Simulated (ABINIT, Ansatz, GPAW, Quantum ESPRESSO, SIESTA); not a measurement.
# Code comparison for IrRh3 (I4/mmm, 4 atoms in the cell)

Self-consistent single point.

```xyz
4
Lattice="-1.9068 1.9068 3.8195 1.9068 -1.9068 3.8195 1.9068 1.9068 -3.8195" Properties=species:S:1:pos:R:3 pbc="T T T"
Ir     0.0000     0.0000     0.0000
Rh     0.0000     1.9068     1.9097
Rh     1.9068     0.0000     1.9097
Rh     0.0000     0.0000     3.8195
```

All programs got the same cell, k-point mesh and kind of occupations (in Ansatz's words: kpoints.mp_grid.grid = 10 10 10; scf.occupations.method = gaussian; scf.occupations.width = 0.136 eV); potentials, basis and cutoffs are each program's usual ones.

```tsv
code	model	pressure (GPa)	k-points	cutoff
SIESTA	LDA PW92, numerical atomic orbitals DZP, PseudoDojo LDA standard norm-conserving potentials (rewritten from UPF to PSML)	-13.10	560	grid 400 Ry
Ansatz	LDA (PW92), PAW files made with PBE	-11.87	102	default
Quantum ESPRESSO	LDA (PZ), GBRV 1.5 ultrasoft (LDA) pseudopotentials	-12.87	102	40 Ry
ABINIT	LDA (PW92), norm-conserving pseudopotentials (PseudoDojo nc-sr-04 LDA standard)	-11.77	102	88 Ry
GPAW	LDA (Perdew-Wang 92), GPAW PAW datasets LDA (gpaw-data 1.0.1)	-11.18	102	550 eV
```

The spread over the programs that give each value: pressure within 1.92 GPa.

The starting cell comes from a database of computed structures (which also holds hypothetical and non-ambient phases and stackings), without a prior relaxation at this level. On Ansatz's run: Spin-orbit coupling is off. Spin polarisation is off. In the base run, with a pressure of about -12 GPa the cell is away from its equilibrium volume at this level.

**Question.** Why do the programs differ, and what cannot be compared?

**Answer.** Differences of this kind can come from the potentials, where these differ, and from what each basis and cutoff leave unconverged. The valence holds different numbers of electrons (SIESTA 68, Ansatz (an electronic-structure program) 68, Quantum ESPRESSO 60, ABINIT 68, GPAW 60). The zero of total energies and Fermi levels follows the potentials and each program's conventions, so they are not compared here. SIESTA uses small atom-centred bases, whose incompleteness enters pressures, forces and empty levels differently from a plane-wave cutoff. Ansatz's pressure is given at a fixed set of plane waves, as the other plane-wave codes print theirs; with its correction for the finite basis it is -11.79 GPa. The same LDA comes in different parametrisations, which differ slightly. The programs reduce the same mesh by symmetry to different extents, which changes the work and not the result. In the pressure, SIESTA (by 1.29) and Quantum ESPRESSO (by 1.06) lie more than 1 GPa from the median of the plane-wave programs.

Left out of this page: Elk and FLEUR (not drawn, or without a comparable value).

Keys are those of Ansatz 0.2.
